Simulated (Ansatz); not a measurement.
System: BeS (model structure, started from the CsCl type, Pm-3m, No. 221, 2 atoms in the cell). Method: r²SCAN (PAW; Ansatz, a quantum-chemistry and plane-wave program).

Numerical settings: plane-wave cutoff 560 eV, 20×20×20 k mesh, Fermi–Dirac smearing 0.05 eV, scalar-relativistic PAW data made under PBE.

Cell (relaxed at this level):

```cif
data_BeS
_chemical_formula_sum 'Be1 S1'
_space_group_name_H-M_alt 'Pm-3m'
_space_group_IT_number 221
_space_group_name_Hall '-P 4 2 3'
_cell_length_a 2.94224
_cell_length_b 2.94224
_cell_length_c 2.94224
_cell_angle_alpha 90.000
_cell_angle_beta 90.000
_cell_angle_gamma 90.000
loop_
_atom_site_label
_atom_site_type_symbol
_atom_site_symmetry_multiplicity
_atom_site_Wyckoff_symbol
_atom_site_fract_x
_atom_site_fract_y
_atom_site_fract_z
_atom_site_occupancy
Be1 Be 1 a 0.00000 0.00000 0.00000 1
S1 S 1 b 0.50000 0.50000 0.50000 1
```

### Question
Estimate the bulk modulus that the calculation returns.

### Answer

- bulk modulus: 81.2 GPa

The run finds no gap.

Note: the bulk modulus is −V dP/dV from two relaxed cells at ±2 % in volume; the relaxation could raise the start's symmetry but not lower it, so the cell can be a saddle point.

Computed values are for the static lattice.

The result took around 60 core-seconds (rough).

A model structure was made by putting elements into a prototype or built by hand; it is no filed structure, need not be a known phase, and can be a saddle point held by its symmetry.
